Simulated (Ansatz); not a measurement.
# Response to strain in CdSe

The reference is CdSe in the zinc blende structure (space group F-43m, No. 216; a = 6.133 Å). Axes: x, y, z lie along the cube axes.

Strains are applied to the cell and any free atomic positions relax; under biaxial strain the out-of-plane vector relaxes too.

Level of theory: r2SCAN (Ansatz, an electronic-structure program), without spin-orbit coupling.

Candidates:
(a) isotropic strain −3.15 %
(b) tensor shear ε_xz = +1.27 %
(c) biaxial strain −2.06 %, plane normal [001], relaxed out of plane
(d) biaxial strain +0.57 %, plane normal [110], relaxed out of plane

Notes on the quantities. energy relative to the base: free energy F.

Q: Order them by energy relative to the base, highest first.

A: (a) isotropic strain −3.15 % (+47 meV/atom), (c) biaxial strain −2.06 %, plane normal [001], relaxed out of plane (+3.4 meV/atom), (b) tensor shear ε_xz = +1.27 % (+1.3 meV/atom), (d) biaxial strain +0.57 %, plane normal [110], relaxed out of plane (+0.4 meV/atom)

A biaxial case was relaxed in a doubled cell and then solved in the primitive one. Stability against distortions was not tested.
